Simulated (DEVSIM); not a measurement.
System: illuminated Si p-on-n cell, one wavelength, with a back-surface field, at 400 K.

| layer (left to right) | material | thickness (μm) | Nd (cm⁻³) | Na (cm⁻³) | τn (s) | τp (s) | absorption coefficient (cm⁻¹) |
|---|---|---|---|---|---|---|---|
| 1 | Si | 0.550 | - | 4.4e18 | 1e-7 | 4.8e-7 | 39000 |
| 2 | Si | 290 | 2.3e15 | - | 7.7e-6 | 7.7e-6 | 39000 |
| 3 | Si | 2.00 | 2.1e18 | - | 7.7e-6 | 7.7e-6 | 39000 |

Left contact: ohmic, minority electron recombination velocity 10000 cm/s. Right contact: ohmic, minority hole recombination velocity 30000 cm/s. Voltage is applied to the left contact. Recombination: SRH at mid-gap, radiative, Auger. Gap narrowing is on: ΔEg = 6.92 meV × (l + √(l² + 0.5)), l = ln(N/1.3e17 cm⁻³), shared equally by both band edges. Light enters at the left, 1.1e18 photons cm⁻² s⁻¹, one pass, no reflection. Mobility is constant in doping.

The device is made up for the run: typed textbook-type constants, with dimensions and the other settings drawn at random. Values at 300 K; Nc and Nv go as T^1.5, mobilities as T to minus their exponent, the gap by Varshni's rule with the affinity fixed.

```tsv
parameter	Si
gap (eV)	1.124
affinity (eV)	4.05
permittivity	11.7
Nc (cm⁻³)	2.86e19
Nv (cm⁻³)	3.1e19
μn (cm²/Vs)	1417
μp (cm²/Vs)	470
T exponent of μn	2.3
T exponent of μp	2.2
B (cm³/s)	4.7e-15
Cn (cm⁶/s)	2.8e-31
Cp (cm⁶/s)	9.9e-32
Varshni α (eV/K)	0.000473
Varshni β (K)	636
```

Model (solved in DEVSIM): 1D drift-diffusion, Boltzmann statistics, complete ionisation; no tunnelling, impact ionisation, image-force lowering or self-heating.

The recombination velocity at the right contact was swept, all else fixed.

```json
[
 {"recombination velocity at the right contact (cm/s)": "10", "dark forward voltage at 100 A/cm² (V)": "0.856"},
 {"recombination velocity at the right contact (cm/s)": "100", "dark forward voltage at 100 A/cm² (V)": "0.857"},
 {"recombination velocity at the right contact (cm/s)": "1000", "dark forward voltage at 100 A/cm² (V)": "0.865"},
 {"recombination velocity at the right contact (cm/s)": "10000", "dark forward voltage at 100 A/cm² (V)": "[?]"},
 {"recombination velocity at the right contact (cm/s)": "30000", "dark forward voltage at 100 A/cm² (V)": "0.917"},
 {"recombination velocity at the right contact (cm/s)": "1e5", "dark forward voltage at 100 A/cm² (V)": "0.934"},
 {"recombination velocity at the right contact (cm/s)": "1e6", "dark forward voltage at 100 A/cm² (V)": "0.945"},
 {"recombination velocity at the right contact (cm/s)": "1e7", "dark forward voltage at 100 A/cm² (V)": "0.946"}
]
```

Question: What belongs in the gaps?

Answer: 
- 10000, dark forward voltage at 100 A/cm² (V): 0.896
